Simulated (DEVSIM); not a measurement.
Device: abrupt Ge n-p junction, at 250 K.

Layer 1 from the left is Ge, thickness (μm) 1.10, Nd (cm⁻³) 5.5e16, τn (s) 7.7e-5, τp (s) 7.7e-5. Layer 2 from the left is Ge, thickness (μm) 2.30, Na (cm⁻³) 4.5e17, τn (s) 7.7e-5, τp (s) 7.7e-5.

Left contact: ohmic. Right contact: ohmic. Voltage is applied to the left contact. Recombination: SRH at mid-gap, Auger. Mobility is μmin + (μ − μmin)/(1 + (N/Nref)^α).

Constants are typed, rounded textbook-type inputs, not results; the design itself was drawn at random and stands for no fabricated device. Values at 300 K; Nc and Nv go as T^1.5, mobilities as T to minus their exponent, the gap by Varshni's rule with the affinity fixed.

Ge: gap (eV) 0.664, affinity (eV) 4, permittivity 16, Nc (cm⁻³) 1.04e19, Nv (cm⁻³) 6e18, μn (cm²/Vs) 3900, μp (cm²/Vs) 1900, μn,min 150, μp,min 100, Nref,n 2.6e17, Nref,p 4e17, αn 0.56, αp 0.6, T exponent of μn 1.66, T exponent of μp 2.33, Cn (cm⁶/s) 1e-31, Cp (cm⁶/s) 1e-31, Varshni α (eV/K) 0.000477, Varshni β (K) 235.

DEVSIM, 1D drift-diffusion, Boltzmann statistics, complete ionisation; no tunnelling, impact ionisation, image-force lowering or self-heating.

Dark forward current:

| |V| (V) | |J| (A/cm²) |
|---|---|
| 0.05 | 8.609e-6 |
| 0.10 | 9.566e-5 |
| 0.15 | 0.0009761 |
| 0.20 | 0.009878 |
| 0.25 | 0.09982 |
| 0.30 | 1.007 |
| 0.35 | 10.14 |
| 0.40 | 99.99 |
| 0.45 | 862.1 |
| 0.50 | 4688 |

Q: Work out the local ideality factor n = ΔV / (kT/q · ln(J2/J1)) between the rows 0.10 and 0.15 V, 0.45 and 0.50 V.

A: kT/q = 21.54 mV. From 0.10 to 0.15 V: ln(0.0009761/9.566e-5) = 2.323, n = 1.00, near the 1 of diffusion or emission over a barrier. From 0.45 to 0.50 V: ln(4688/862.1) = 1.693, n = 1.37; the layers' resistance at their doping, Σ W/(qμN) = 5.5e-6 Ω cm², would take 21 mV of this step of 50 mV.

Q: Estimate the current at 0.25 V from the Shockley equation with J0 = Σ q ni² D/(N L) coth(W/L), τ joining the SRH, radiative and Auger lifetimes that are on, and W taken as the whole layer.

A: ni² = 6.19e23 cm⁻⁶; holes in the n layer: μ = 2260 cm²/Vs, D = 48.8 cm²/s, τ = 7.52e-5 s, L = 606 μm, W/L = 0.0018, term 7.99e-7 A/cm²; electrons in the p layer: μ = 2350 cm²/Vs, D = 50.7 cm²/s, τ = 3.01e-5 s, L = 391 μm, W/L = 0.0059, term 4.86e-8 A/cm². J0 = 8.47e-7 A/cm², and J = J0 exp(qV/kT) = 0.0930 A/cm². The simulation gives 0.0998 A/cm²; the estimate lies 6.8 % below. The estimate leaves out recombination in the depletion region and that region's share of W.
